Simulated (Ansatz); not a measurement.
# Effect of pressure 22.5 GPa on AlCo

Consider AlCo in the CsCl type structure (space group Pm-3m, No. 221; a = 2.852 Å; non-magnetic).

Perturbation: a hydrostatic pressure of 22.5 GPa.

Method: Ansatz (a program for electronic structure), PBE, PAW, cutoff 420 eV, without spin-orbit coupling. Γ-centred 16×16×16 mesh, Fermi–Dirac width 0.05 eV.

| quantity | base | changed | shift |
|---|---|---|---|
| lattice parameter a | 5.390 bohr | 5.211 bohr | -0.179 bohr |
| shortest interatomic distance | 4.668 bohr | 4.513 bohr | -0.155 bohr |
| enthalpy H = E + PV relative to the base's energy | – | +1.54 eV/atom | – |
| band gap | zero | zero | – |

Load acts through the strain it causes; cell and atoms are relaxed under it. Whether these cells are dynamically stable was not tested. Competing high-pressure phases were not computed. Starting moments died away, wholly or in part, for the base; another magnetic solution may exist. The final runs are not spin-polarised.
